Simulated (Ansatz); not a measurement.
The parent structure is an 8-atom supercell of SiC in the wurtzite structure (space group P6_3mc, No. 186; a = 3.076 Å, c = 5.048 Å) at its relaxed geometry.

Level of theory: DFT with PBEsol, PAW potentials and a 420 eV plane-wave cutoff in Ansatz (a program for electronic structure), no spin-orbit coupling.

Base values:

| Quantity | Value |
|---|---|
| Pressure | 0.0 GPa |
| Mean distance from the defect site to its nearest host atoms | 1.89 Å |

Perturbation: one C atom is removed, atoms relaxed at fixed cell, starting from a slightly rattled geometry.

Task: What happens to the largest displacement of a host atom from its site in the perfect cell?

Result: The largest displacement of a host atom from its site in the perfect cell amounts to 0.18 Å.

Task: What happens to the pressure?

Result: The pressure goes from zero to -4.7 GPa.

Task: What happens to the mean distance from the defect site to its nearest host atoms?

Result: The mean distance from the defect site to its nearest host atoms shrinks by 0.02 Å, from 1.89 Å to 1.87 Å.

The magnetic state is the one reached from the starting moments; the real material's order can differ, and small cells can't hold many antiferromagnetic ones. The cell is small, so the values are those of an ordered compound at a high defect concentration; dilute-limit values will differ. The mesh was chosen for an insulator and is coarse for the gapless case. Starting moments died away, wholly or in part, for C vacancy; another magnetic solution may exist. The defect cell is spin-polarised and ends with 0.0 μB.
